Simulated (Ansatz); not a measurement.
Start from GaP in the zinc blende structure (space group F-43m, No. 216; a = 5.391 Å).

Calculations: LDA (Ansatz, a first-principles code), no spin-orbit coupling.

Strains are applied to the cell and any free atomic positions relax.

One change was made to it. Results:

```json
[
 {"quantity": "hole mass (degenerate bands, along [100])", "base": "0.11, 0.36, 0.36 mₑ (at Γ)", "after": "0.13, 0.33, 0.33 mₑ (at Γ)"},
 {"quantity": "band gap", "base": "1.38 eV", "after": "1.27 eV"}
]
```

**Question.** Which change produced these results?
(A) isotropic strain −0.50 %
(B) isotropic strain −2.50 %
(C) isotropic strain −2.00 %
(D) isotropic strain +0.50 %
(E) isotropic strain +2.00 %

**Answer.** C, isotropic strain −2.00 %. For comparison, the hole mass in the other runs: isotropic strain −0.50 % gives 0.12, 0.35, 0.35 mₑ (at Γ); isotropic strain +2.00 % gives 0.087, 0.38, 0.38 mₑ (at Γ); isotropic strain +0.50 % gives 0.10, 0.36, 0.36 mₑ (at Γ); isotropic strain −2.50 % gives 0.14, 0.32, 0.32 mₑ (at Γ).

Masses are band curvatures over ±0.01 Å⁻¹ around the edge. No phonon test of stability was made.
